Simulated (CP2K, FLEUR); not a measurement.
A FLEUR input for a self-consistent single point of K (Im-3m, 1 atom in the cell) (DFT, PBE, all-electron FLAPW (FLEUR), scalar-relativistic valence):

Input of the input generator:

```
K crystal
&input film=f /
-5.2133669840 5.2133669840 5.2133669840
5.2133669840 -5.2133669840 5.2133669840
5.2133669840 5.2133669840 -5.2133669840
1.0
1.0 1.0 1.0

1
19 0.0000000000 0.0000000000 0.0000000000

&comp jspins=1 /
&kpt div1=11 div2=11 div3=11 /
&end /
```

```xml
<?xml version="1.0" encoding="UTF-8" standalone="no"?>
<fleurInput fleurInputVersion="0.39">
   <comment>
      K crystal                                                                                           
   </comment>
   <calculationSetup>
      <cutoffs Kmax="3.8" Gmax="15.2" GmaxXC="15.2" numbands="0"/>
      <scfLoop itmax="60" minDistance="0.00001" maxIterBroyd="40" imix="Anderson" alpha="0.05" precondParam="0.0" spinf="2.0"/>
      <coreElectrons ctail="T" frcor="F" kcrel="0" coretail_lmax="0"/>
      <xcFunctional name="pbe" relativisticCorrections="F"/>
      <magnetism jspins="1"/>
      <soc l_soc="F" theta="0.0" phi="0.0" spav="F"/>
      <expertModes spex="0" secvar="F"/>
      <geometryOptimization l_f="T" forcealpha="1.0" forcemix="BFGS" epsdisp="0.00001" epsforce="0.00001"/>
      <ldaU l_linMix="F" mixParam="0.05" spinf="1.0"/>
   </calculationSetup>
   <cell>
      <bzIntegration valenceElectrons="9.0" mode="gauss" fermiSmearingEnergy="0.00367493">
         <kPointListSelection listName="default-1"/>
         <!-- k-points included here -->
         <xi:include xmlns:xi="http://www.w3.org/2001/XInclude" href="kpts.xml"> </xi:include>
      </bzIntegration>
      <!-- symmetry operations included here -->
      <xi:include xmlns:xi="http://www.w3.org/2001/XInclude" href="sym.xml"> </xi:include>
      <bulkLattice scale="1.0">
         <bravaisMatrix>
            <row-1>   -5.2133669840000003     5.2133669840000003     5.2133669840000003</row-1>
            <row-2>    5.2133669840000003    -5.2133669840000003     5.2133669840000003</row-2>
            <row-3>    5.2133669840000003     5.2133669840000003    -5.2133669840000003</row-3>
         </bravaisMatrix>
      </bulkLattice>
   </cell>
   <atomSpecies>
      <species name="Potassium (K)" element="K" atomicNumber="19">
         <mtSphere radius="2.68" gridPoints="925" logIncrement="0.013"/>
         <atomicCutoffs lmax="10" lnonsphr="8"/>
         <electronConfig flipSpins="F">
            <coreConfig>(1s1/2) (2s1/2) (2p1/2) (2p3/2)</coreConfig>
            <valenceConfig>(3s1/2) (3p1/2) (3p3/2) (4s1/2)</valenceConfig>
            <stateOccupation state="(4s1/2)" spinUp="0.5" spinDown="0.5"/>
         </electronConfig>
         <energyParameters s="4" p="4" d="3" f="4"/>
         <lo type="SCLO" l="0" n="3" eDeriv="0"/>
         <lo type="SCLO" l="1" n="3" eDeriv="0"/>
      </species>
   </atomSpecies>
   <atomGroups>
      <atomGroup species="Potassium (K)">
         <relPos label="                   1">.0000000000 .0000000000 .0000000000</relPos>
         <force calculate="T" relaxXYZ="TTT"/>
      </atomGroup>
   </atomGroups>
   <output dos="F" band="F" slice="F">
      <checks vchk="F" cdinf="F"/>
      <bandDOS minEnergy="-.5*Htr" maxEnergy="0.5*Htr" sigma="0.015" storeEVData="T"/>
      <vacuumDOS vacdos="F" integ="F" star="F" nstars="0" locx1="0.0" locy1="0.0" locx2="0.0" locy2="0.0" nstm="0" tworkf="0.0"/>
      <unfoldingBand unfoldBand="F" supercellX="1" supercellY="1" supercellZ="1"/>
      <plotting iplot="0" polar="F">
         <plot TwoD="T" vec1="  1.0  0.0  0.0" vec2="  0.0  1.0  0.0" vec3="  0.0  0.0  1.0" zero="  0.0  0.0  0.0" file="plot"/>
      </plotting>
      <chargeDensitySlicing numkpt="0" minEigenval="0.0" maxEigenval="0.0" nnne="0" pallst="F"/>
      <specialOutput eonly="F"/>
      <magneticCircularDichroism mcd="F" energyLo="-10.0" energyUp="0.0"/>
   </output>
  <!-- We include the file relax.xml here to enable relaxations (see documentation) -->
  <xi:include xmlns:xi="http://www.w3.org/2001/XInclude" href="relax.xml"> <xi:fallback/> </xi:include>
</fleurInput>
```

Task: Give the CP2K input for the same structure, mesh, smearing and functional.

Result: This is the input that was run; spellings and numerical settings could be chosen otherwise.

```
&GLOBAL
  PROJECT scf
  RUN_TYPE ENERGY_FORCE
  PRINT_LEVEL LOW
&END GLOBAL
&FORCE_EVAL
  METHOD Quickstep
  STRESS_TENSOR ANALYTICAL
  &DFT
    BASIS_SET_FILE_NAME BASIS_MOLOPT
    POTENTIAL_FILE_NAME GTH_POTENTIALS
    &QS
      METHOD GPW
      EPS_DEFAULT 1E-10
    &END QS
    &MGRID
      CUTOFF 500
      REL_CUTOFF 50
      NGRIDS 5
    &END MGRID
    &SCF
      SCF_GUESS ATOMIC
      EPS_SCF 1E-6
      MAX_SCF 100
      ADDED_MOS 4
      &DIAGONALIZATION
        ALGORITHM STANDARD
      &END DIAGONALIZATION
      &MIXING
        METHOD BROYDEN_MIXING
        ALPHA 0.3
        NBUFFER 8
      &END MIXING
      &SMEAR ON
        METHOD GAUSSIAN
        SIGMA [eV] 0.1
      &END SMEAR
    &END SCF
    &KPOINTS
      SCHEME MONKHORST-PACK 11 11 11
    &END KPOINTS
    &XC
      &XC_FUNCTIONAL PBE
      &END XC_FUNCTIONAL
    &END XC
    &PRINT
      &MO
        EIGENVALUES T
        OCCUPATION_NUMBERS T
        NDIGITS 8
        FILENAME mo
        &EACH
          QS_SCF 0
        &END EACH
        ADD_LAST NUMERIC
      &END MO
      &MULLIKEN OFF
      &END MULLIKEN
    &END PRINT
  &END DFT
  &SUBSYS
    &CELL
      A 4.77837300 0.00000000 0.00000000
      B -1.59279100 4.50509300 0.00000000
      C -1.59279100 -2.25254700 3.90152500
      PERIODIC XYZ
    &END CELL
    &COORD
      SCALED
      K        0.00000000     0.00000000     0.00000000
    &END COORD
    &KIND K
      BASIS_SET DZVP-MOLOPT-SR-GTH-q9
      POTENTIAL GTH-PBE-q9
    &END KIND
  &END SUBSYS
  &PRINT
    &FORCES ON
    &END FORCES
    &STRESS_TENSOR ON
    &END STRESS_TENSOR
  &END PRINT
&END FORCE_EVAL
```

Basis, cutoffs, solver keys and any potentials are the target program's own. This input uses DFT PBE, GPW, DZVP-MOLOPT-SR-GTH basis, GTH-PBE potentials (GTH_POTENTIALS).

The starting cell comes from a database of computed structures (which also holds hypothetical and non-ambient phases and stackings), without a prior relaxation at this level. Its lattice was rescaled by a random factor within 2.5 % of one.
